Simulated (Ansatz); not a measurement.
We look at the energy of the reaction as written. Reaction: Mg (hcp) + H2 (gas) → cell A. A negative value means that the right-hand side lies lower.

Cell A: a sheet of composition MgH2, 3 atoms, hexagonal cell of 3.00 Å (7.8 Å²), symmetry P-3m1, 1.9 Å thick under 16 Å of vacuum, in-plane vectors relaxed; planes from bottom to top: H | Mg | H; a model cell; spin state with PBE: run without spin, k-point mesh 12×12×1.
```yaml
crystal:
  lattice:
    - [2.99869, 0.00000, 0.00000]
    - [-1.49935, 2.59694, 0.00000]
    - [0.00000, 0.00000, 17.40000]
  atoms:
    - { symbol: H, position: [0.33333, 0.66667, 0.44622] }
    - { symbol: Mg, position: [0.00000, 0.00000, 0.50000] }
    - { symbol: H, position: [0.66667, 0.33333, 0.55378] }
```

Reference: Mg (hcp, P6₃/mmc), 2 atoms in the cell, k-point mesh 24×24×12 on the run's own vectors. Conventional cell: a = 3.1370 Å, b = 3.1370 Å, c = 5.1011 Å, α = 90.00°, β = 90.00°, γ = 120.00°.

Reference: an isolated H2 molecule (singlet) in a box of 11 × 11 × 13 Å.

Computed with Ansatz (plane waves, PAW), its default PAW set, cutoff 420 eV, 500 eV for r2SCAN. The structures are at rest with PBE+D3(BJ); other levels are single points on them. HSE06 runs on coarser k-point meshes, mended by the PBE difference between the two meshes. Some cells are metallic or hold partly filled levels, where a hybrid on a coarse mesh is less sure. Neutral cells; Fermi-Dirac smearing of at most 0.10 eV in the solids, energies taken to zero width. The lattices are those relaxed with PBE+D3(BJ), so at other levels the solids can be strained, which adds to the spread. A dispersion term (D3(BJ), or D4 for r2SCAN) was computed beside these levels and is taken off wherever the name lacks it. No zero-point or thermal terms. Cell A has symmetry P-3m1 and got no random move, so less symmetric positions, which may lie lower, weren't tried.

**Question.** What value does PBE+D3(BJ) give?

**Answer.** -0.30 eV, for Mg (hcp) + H2 (gas) → cell A.

**Question.** List the value at the remaining levels and say how far they part.

**Answer.** 
```json
[
 {"Method": "PBE", "value (eV)": "-0.37", "less PBE+D3(BJ)": "-0.07"},
 {"Method": "r2SCAN", "value (eV)": "-0.56", "less PBE+D3(BJ)": "-0.26"},
 {"Method": "r2SCAN+D4", "value (eV)": "-0.59", "less PBE+D3(BJ)": "-0.29"},
 {"Method": "HSE06", "value (eV)": "-0.49", "less PBE+D3(BJ)": "-0.19"}
]
```

The levels span 0.29 eV, from r2SCAN+D4 (-0.59) to PBE+D3(BJ) (-0.30).

Ansatz is a program for electronic structure.
